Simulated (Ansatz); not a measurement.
## Response to strain in WSi2

Consider WSi2 (space group I4/mmm, No. 139; a = 3.202 Å, c = 7.818 Å; relaxed with 0.1 eV smearing). Axes: x, y, z lie along a, b, c of the conventional cell.

Strains are applied to the cell and any free atomic positions relax.

Computed with PBEsol (Ansatz, an electronic-structure program; PAW; 420 eV plane waves; no SOC).

Notes on the quantities. energy relative to the base: free energy F.

```json
[
 {"uniaxial strain ε_xx (%)": "0", "energy relative to the base (meV/atom)": "0.0"},
 {"uniaxial strain ε_xx (%)": "0.5", "energy relative to the base (meV/atom)": "0.5"},
 {"uniaxial strain ε_xx (%)": "1", "energy relative to the base (meV/atom)": "1.8"},
 {"uniaxial strain ε_xx (%)": "1.5", "energy relative to the base (meV/atom)": "4.0"},
 {"uniaxial strain ε_xx (%)": "2", "energy relative to the base (meV/atom)": "?"},
 {"uniaxial strain ε_xx (%)": "2.5", "energy relative to the base (meV/atom)": "10.8"},
 {"uniaxial strain ε_xx (%)": "3", "energy relative to the base (meV/atom)": "15.5"}
]
```

Question: Fit ΔE = Aε² + Bε³ (ε in %) to the rows shown and predict the withheld row.

Answer: Least squares on the printed values gives A = 1.81 and B = -0.032 meV/atom (largest residual 0.1 meV/atom); this predicts 7.0 meV/atom, and the run gives 7.0 meV/atom, in agreement.

No phonon test of stability was made. The final runs are not spin-polarised.
